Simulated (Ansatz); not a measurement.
Partial pair distribution functions of a relaxed model of amorphous Zr$_{20}$O$_{43}$Sc$_{2}$, broadened by 0.06 Å; density 5.17 g/cm³. Computed with PBE, scalar-relativistic without spin-orbit coupling (plane waves to 420 eV, PAW; Ansatz, a first-principles code).

It comes from a melt-quench run on a machine-learned potential (CHGNet), relaxed afterwards by DFT. O atoms were pushed apart under 1.9 Å during the dynamics, to hinder bonds among them. The hot cell started wider than the set density and was brought back towards it in steps. It is the lowest in DFT energy of 2 quenches. It is a model cell: composition and starting density were chosen by hand, and all elements were melted together. No dispersion term was used. Its density started from a set value of 5.17 and ended at 5.17 g/cm³. Cooling (nominally 450 K/ps over its main leg) ran many orders faster than in experiment, which tends to leave more defects and strain. Values belong to this one cell and scatter from quench to quench. The volume was held where the preparation left it and the shape relaxed, at a PBE pressure of -0.9 GPa (tension). Stress components on the final sampling reach 3.1 GPa. Cycles of charging lowered its energy after that relaxation.

```csv
r (Å),g Zr-O,g O-Sc,g Zr-Zr,g O-O
1.80,0.00,0.00,0.00,0.00
1.90,0.34,0.25,0.00,0.00
2.00,4.14,3.43,0.00,0.00
2.10,8.01,7.13,0.00,0.00
2.20,5.34,5.86,0.00,0.00
2.30,2.00,1.69,0.00,0.00
2.40,0.83,0.28,0.00,0.11
2.50,0.32,0.01,0.00,0.95
2.60,0.14,0.05,0.00,2.04
2.70,0.17,0.58,0.00,2.92
2.80,0.18,0.39,0.00,2.78
2.90,0.14,0.17,0.00,2.46
3.00,0.18,0.57,0.17,2.06
3.10,0.39,0.14,0.78,1.50
3.20,0.36,0.35,1.70,1.13
3.30,0.34,0.92,3.09,0.91
3.40,0.31,0.18,2.91,0.71
3.50,0.39,0.58,2.62,0.68
3.60,0.45,1.23,2.34,0.64
3.70,0.67,0.91,1.60,0.68
3.80,0.76,0.30,1.21,0.75
3.90,0.88,0.87,1.90,0.66
4.00,1.45,1.35,2.14,0.90
4.10,1.61,0.89,1.66,1.07
4.20,1.47,0.90,0.68,1.31
4.30,1.33,1.67,0.45,0.86
4.40,1.55,0.62,0.37,0.56
4.50,1.41,0.93,0.21,0.59
4.60,1.23,1.76,0.12,0.62
```

Within 2.60 Å each Zr has 6.25 O neighbours on average.
